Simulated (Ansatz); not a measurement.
Amorphous In₉Ga₉Zn₉O₃₉W, 67 atoms at 5.97 g/cm³, one PBE-relaxed geometry, zone centre. Methods: PBE, scalar-relativistic without spin-orbit coupling (Ansatz, a quantum-chemistry and plane-wave program); r2SCAN, scalar-relativistic without spin-orbit coupling (Ansatz); HSE06, scalar-relativistic without spin-orbit coupling (Ansatz). Plane waves to 420 eV (r2SCAN 500 eV); exact exchange is cut at the cell's faces. At PBE the levels at the filled edge of the gap are localised (band-tail or defect states), and the nearest spread-out levels lie 1.2 eV apart at the zone centre. All rungs ran without spin polarisation.

A CHGNet melt-quench gave the starting glass, which DFT then relaxed. O atoms were pushed apart under 1.9 Å during the dynamics, to hinder bonds among them. The hot cell started wider than the set density and was brought back towards it in steps. It is the lowest in DFT energy of 2 quenches. It is a model cell: composition and starting density were chosen by hand, and all elements were melted together. No dispersion term was used. Its density started from a set value of 5.97 and ended at 5.97 g/cm³. The quench (nominally 320 K/ps over its main leg) was far faster than any real one, so the model tends to hold more defects than a real film. Values belong to this one cell and scatter from quench to quench. The volume was held where the preparation left it and the shape relaxed, at a PBE pressure of 0.7 GPa. Stress components on the final sampling reach 0.8 GPa.

The relaxation ran on the zone centre alone. At PBE the level gap is 0.91 eV on a 2×2×2 Γ-centred mesh, and the spacing at the zone centre alone 0.95 eV.

Task: What zone-centre spacing does r2SCAN give, roughly?

Result: 1.39 eV (+0.44 eV against PBE).

Task: What zone-centre spacing does HSE06 give, roughly?

Result: 2.50 eV (+1.55 eV against PBE).

The highest filled and the lowest empty state spread over these numbers of atoms (participation numbers): PBE: 7.9 and 59.8; r2SCAN: 7.6 and 58.8; HSE06: 7.1 and 58.2.
